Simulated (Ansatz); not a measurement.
Electronic density of states of amorphous IGZO (In12Ga12Zn12O48), density 5.74 g/cm³, on a 2×2×2 Γ-centred mesh with a Gaussian width of 0.1 eV; energies count from the Fermi level, whose place inside the gap is arbitrary. Cell and mesh are small, so fine structure isn't converged. These are PBE, scalar-relativistic without spin-orbit coupling (plane waves to 420 eV, PAW; Ansatz, a first-principles code) values and carry that method's errors. Sampling: a 2×2×2 Γ-centred mesh; Fermi-Dirac width 0.02 eV; no spin polarisation. At PBE the levels at the filled edge of the gap are localised (band-tail or defect states).

A CHGNet melt-quench gave the starting glass, which DFT then relaxed. O atoms were pushed apart under 1.9 Å during the dynamics, to hinder bonds among them. The hot cell started wider than the set density and was brought back towards it in steps. It is the lowest in DFT energy of 4 quenches. It is a model cell: composition and starting density were chosen by hand, and all elements were melted together. No dispersion term was used. A short ab initio anneal came between quench and relaxation. Its density started from a set value of 5.84 and ended at 5.74 g/cm³. Cooling (nominally 340 K/ps over its main leg) ran many orders faster than in experiment, which tends to leave more defects and strain. Values belong to this one cell and scatter from quench to quench. Volume and shape were free in the relaxation.

(E - EF (eV), states/(eV atom)): (-12.00, 0.00); (-11.90, 0.00); (-11.80, 0.00); (-11.70, 0.00); (-11.60, 0.00); (-11.50, 0.00); (-11.40, 0.00); (-11.30, 0.00); (-11.20, 0.00); (-11.10, 0.00); (-11.00, 0.00); (-10.90, 0.00); (-10.80, 0.00); (-10.70, 0.00); (-10.60, 0.00); (-10.50, 0.00); (-10.40, 0.00); (-10.30, 0.00); (-10.20, 0.00); (-10.10, 0.00); (-10.00, 0.00); (-9.90, 0.00); (-9.80, 0.00); (-9.70, 0.00); (-9.60, 0.00); (-9.50, 0.00); (-9.40, 0.00); (-9.30, 0.00); (-9.20, 0.00); (-9.10, 0.00); (-9.00, 0.00); (-8.90, 0.00); (-8.80, 0.00); (-8.70, 0.00); (-8.60, 0.00); (-8.50, 0.00); (-8.40, 0.00); (-8.30, 0.00); (-8.20, 0.00); (-8.10, 0.00); (-8.00, 0.00); (-7.90, 0.00); (-7.80, 0.00); (-7.70, 0.00); (-7.60, 0.00); (-7.50, 0.00); (-7.40, 0.00); (-7.30, 0.00); (-7.20, 0.01); (-7.10, 0.09); (-7.00, 0.18); (-6.90, 0.20); (-6.80, 0.18); (-6.70, 0.20); (-6.60, 0.32); (-6.50, 0.46); (-6.40, 0.51); (-6.30, 0.48); (-6.20, 0.45); (-6.10, 0.42); (-6.00, 0.53); (-5.90, 0.72); (-5.80, 0.79); (-5.70, 0.86); (-5.60, 0.99); (-5.50, 1.10); (-5.40, 1.13); (-5.30, 1.23); (-5.20, 1.32); (-5.10, 1.30); (-5.00, 1.28); (-4.90, 1.22); (-4.80, 1.14); (-4.70, 0.99); (-4.60, 0.80); (-4.50, 0.70); (-4.40, 0.66); (-4.30, 0.68); (-4.20, 0.66); (-4.10, 0.60); (-4.00, 0.60); (-3.90, 0.63); (-3.80, 0.64); (-3.70, 0.63); (-3.60, 0.59); (-3.50, 0.62); (-3.40, 0.63); (-3.30, 0.63); (-3.20, 0.66); (-3.10, 0.64); (-3.00, 0.65); (-2.90, 0.68); (-2.80, 0.71); (-2.70, 0.70); (-2.60, 0.66); (-2.50, 0.65); (-2.40, 0.71); (-2.30, 0.74); (-2.20, 0.73); (-2.10, 0.77); (-2.00, 0.81); (-1.90, 0.83); (-1.80, 0.88); (-1.70, 0.85); (-1.60, 0.84); (-1.50, 0.90); (-1.40, 0.89); (-1.30, 0.89); (-1.20, 0.95); (-1.10, 0.94); (-1.00, 0.89); (-0.90, 0.83); (-0.80, 0.80); (-0.70, 0.71); (-0.60, 0.44); (-0.50, 0.32); (-0.40, 0.25); (-0.30, 0.08); (-0.20, 0.01); (-0.10, 0.00); (0.00, 0.00); (0.10, 0.00); (0.20, 0.00); (0.30, 0.01); (0.40, 0.01); (0.50, 0.00); (0.60, 0.00); (0.70, 0.00); (0.80, 0.00); (0.90, 0.00); (1.00, 0.00); (1.10, 0.00); (1.20, 0.01); (1.30, 0.02); (1.40, 0.02); (1.50, 0.06); (1.60, 0.05); (1.70, 0.01); (1.80, 0.02); (1.90, 0.04); (2.00, 0.04); (2.10, 0.04); (2.20, 0.07); (2.30, 0.10); (2.40, 0.08); (2.50, 0.04); (2.60, 0.03); (2.70, 0.03); (2.80, 0.04); (2.90, 0.09); (3.00, 0.13); (3.10, 0.11); (3.20, 0.09); (3.30, 0.16); (3.40, 0.17); (3.50, 0.16); (3.60, 0.19); (3.70, 0.20); (3.80, 0.18); (3.90, 0.21); (4.00, 0.22); (4.10, 0.20); (4.20, 0.19); (4.30, 0.21); (4.40, 0.25); (4.50, 0.25); (4.60, 0.24); (4.70, 0.25); (4.80, 0.27); (4.90, 0.27); (5.00, 0.27); (5.10, 0.28); (5.20, 0.32); (5.30, 0.34); (5.40, 0.34); (5.50, 0.30); (5.60, 0.26); (5.70, 0.29); (5.80, 0.34); (5.90, 0.30); (6.00, 0.32); (6.10, 0.32); (6.20, 0.29); (6.30, 0.27); (6.40, 0.26); (6.50, 0.29); (6.60, 0.34); (6.70, 0.34); (6.80, 0.30); (6.90, 0.29); (7.00, 0.30); (7.10, 0.31); (7.20, 0.31); (7.30, 0.31); (7.40, 0.30); (7.50, 0.33); (7.60, 0.31)

The level gap on this mesh is 0.71 eV; the broadening fills part of it in the curve.
